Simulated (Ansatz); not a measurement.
We consider CsCl-type NiAl, described by PBE in Ansatz (PAW).

Run with plane-wave cutoff 520 eV, 22×22×22 k mesh, Fermi–Dirac smearing 0.07 eV (set by the program), no spin polarisation, scalar-relativistic PAW data made under PBE.

Computed at the level's own relaxed cell.

Hill averages of the elastic tensor: K = 159.4 GPa, G = 72.4 GPa. Volume 12.107 Å³/atom, mean atomic mass 42.837 u.

Q: Work out the density, the sound velocities of a polycrystal and the elastic Debye temperature, and Pugh's ratio at this level.

A: ρ = 1.66054 × 42.837/12.107 = 5.875 g/cm³. v_l = √[(K + 4G/3)/ρ] = 6.600 km/s and v_t = √(G/ρ) = 3.510 km/s. The mean follows from 3/v_m³ = 1/v_l³ + 2/v_t³: v_m = 3.922 km/s. Θ_D = (ħ/k_B) v_m (6π²/V)^(1/3) = 76.38 K Å s/km × 3.922 × 1.6975 Å⁻¹ = 509 K, counting all atoms of the cell. K/G = 2.20, to be set beside Pugh's rough bound of 1.75 between brittle and ductile metals.

Ansatz is a first-principles code.
